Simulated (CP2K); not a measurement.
**Short convergence ladders for Al (Fm-3m, 1 atom in the cell)**

```yaml
crystal:
  lattice:
    - [2.87237, 0.00000, 0.00000]
    - [1.43619, 2.48755, 0.00000]
    - [1.43619, 0.82918, 2.34528]
  atoms:
    - { symbol: Al, position: [0.00000, 0.00000, 0.00000] }
```

Base method: CP2K 2026.2 with PBEsol, GPW, DZVP-MOLOPT-SR-GTH basis, GTH-PBE potentials (GTH_POTENTIALS).

Base settings: CUTOFF = 400 Ry; REL_CUTOFF = 50 Ry; SMEAR/METHOD = GAUSSIAN; SIGMA = 0.1 eV; KPOINTS/SCHEME = MONKHORST-PACK 6 6 6; GAMMA_CENTERED = T; XC_FUNCTIONAL = PBE:PBESOL; Al/BASIS_SET = DZVP-MOLOPT-SR-GTH-q3; Al/POTENTIAL = GTH-PBE-q3; METHOD = GPW.

**The k-point mesh at a smearing width of 0.05 eV**

In this ladder: SIGMA = 0.05 eV. Moved along: GAMMA_CENTERED.

The second cell is the first with its lattice scaled by 0.98.

Only quantities that move along the ladder and can be compared are tabulated.

```csv
KPOINTS/SCHEME,free energy less the last step's (meV/atom),energy of the compressed cell less the first (meV/atom),pressure (GPa)
MONKHORST-PACK 5 5 5,56.65,17.31,0.18
MONKHORST-PACK 6 6 6,-68.19,8.33,-1.06
MONKHORST-PACK 7 7 7,-47.59,1.36,-2.11
MONKHORST-PACK 9 9 9,27.46,7.74,-1.21
MONKHORST-PACK 10 10 10,18.06,2.60,-1.71
MONKHORST-PACK 13 13 13,0.92,4.62,-1.54
MONKHORST-PACK 15 15 15,-2.50,4.37,-1.68
MONKHORST-PACK 18 18 18,0.00,4.95,-1.45
```

Coarsest KPOINTS/SCHEME that holds the free energy within 5 meV/atom of the last step, with all finer ones: MONKHORST-PACK 13 13 13; the step before is off by 18 meV/atom.

Coarsest KPOINTS/SCHEME that holds the pressure within 0.5 GPa of the last step, with all finer ones: MONKHORST-PACK 9 9 9; the step before is off by 0.66 GPa.

Coarsest KPOINTS/SCHEME that holds the energy of the compressed cell less the first within 2 meV/atom of the last step, with all finer ones: MONKHORST-PACK 13 13 13; the step before is off by 2.3 meV/atom.

**The width of Gaussian smearing**

In this ladder: KPOINTS/SCHEME = MONKHORST-PACK 10 10 10.

Narrow widths need finer meshes than wide ones, so the last steps can hold mesh noise.

Only quantities that move along the ladder and can be compared are tabulated; pressure and forces are left out, as mesh noise rules them at narrow widths.

| SIGMA | free energy less the last step's (meV/atom) | energy extrapolated to zero width less the last step's (meV/atom) |
|---|---|---|
| 1 eV | -117.51 | -16.98 |
| 0.5 eV | -35.62 | -7.34 |
| 0.3 eV | -14.24 | -3.58 |
| 0.2 eV | -6.26 | -1.86 |
| 0.1 eV | 0.00 | 0.00 |

Widest SIGMA that holds the energy extrapolated to zero width within 2 meV/atom: not settled: the last two steps still differ by 1.9 meV/atom, over half the tolerance, so the ladder does not show it.

Widest SIGMA that holds the free energy within 5 meV/atom: not settled: the last two steps still differ by 6.3 meV/atom, over half the tolerance, so the ladder does not show it.

The extrapolation to zero width removes most of the smearing's effect on the energy.

On the base run: the starting cell has typed, rounded lattice constants, without a prior relaxation at this level. Its lattice was rescaled by up to half a per cent. Values carry the incompleteness of an atom-centred basis. The potentials were made for another functional than the one used. Without a gap this mesh is coarse (it stands for a supercell whose shortest vector is 17 Å).

Left out of this page: 1 run of the series outside the window shown, repeating another row's setting, or not comparable.
